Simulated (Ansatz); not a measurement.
The reference is MoTe2 (space group P6_3/mmc, No. 194; a = 3.497 Å, c = 13.696 Å; layered, stacked along the Cartesian z axis). Axes: x lies along a and z along c of the hexagonal cell.

All numbers come from PBE-D3(BJ) (Ansatz, a first-principles code, PAW, spin-orbit coupling left out).

For the base:

The smallest direct gap is 1.03 eV, the shortest interatomic distance comes out as 2.716 Å and the band gap is 0.60 eV. The pressure is 0.0 kbar.

It is then changed as follows: uniaxial strain ε_zz = +1.80 %, all other strain components held at zero, atoms relaxed at fixed cell.

**Question.** What happens to the smallest direct gap, shortest interatomic distance, band gap and pressure?

**Answer.** The smallest direct gap grows by 0.06 eV, from 1.03 eV to 1.09 eV; the shortest interatomic distance goes up by 0.003 Å, from 2.716 Å to 2.719 Å; the band gap increases by 0.11 eV, from 0.60 eV to 0.71 eV; the pressure (mean of the normal stresses, compression positive) goes from zero to -4.9 kbar.

Spin-orbit coupling, missing from the scalar runs, can matter with Te. Whether these cells are dynamically stable was not tested. The program warned that a D3 coordination switch lies within reach, so dispersion energies are less smooth here.
